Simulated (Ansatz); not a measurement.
Seebeck coefficient (μV/K, mean over directions) of p-type GaS (P6_3/mmc) against carrier density, Ansatz (a first-principles code) with PBEsol+D3BJ, rigid bands. Computed gap 1.29 eV; densities at which minority carriers matter at this gap, or further valleys turn the trend, are left out. Conductivity mass 0.42 mₑ (harmonic mean over directions), N_v = 2.0e19 cm⁻³ at 300 K.

```
hole density  300 K  500 K
------------  -----  -----
1e16 cm⁻³       [?]    939
1e17 cm⁻³       672    740
1e18 cm⁻³       474    542
3e18 cm⁻³       380    448
1e19 cm⁻³       279    345
3e19 cm⁻³       192    [?]
1e20 cm⁻³       111    162
3e20 cm⁻³        59     94
1e21 cm⁻³        28     46
```

Some entries are withheld; supply them.


- 1e16 cm⁻³, 300 K: 870
- 3e19 cm⁻³, 500 K: 254

Rigid bands with a gap fixed in temperature, one relaxation time for all states, no polarons or phonon drag, and whether or not such doping can be reached. Spin-orbit coupling is left out; where it splits the top of the valence band, N_v and the p-type Seebeck coefficient come out somewhat high without it. Geometry: cell and atoms relaxed with PBEsol+D3(BJ).

Formula and space group known from diffraction (Crystallography Open Database), not checked to be the room-temperature form: GaS (P6_3/mmc). PBEsol with a dispersion correction tends to overbind, so the cell can be several per cent short: GaS (P6_3/mmc).
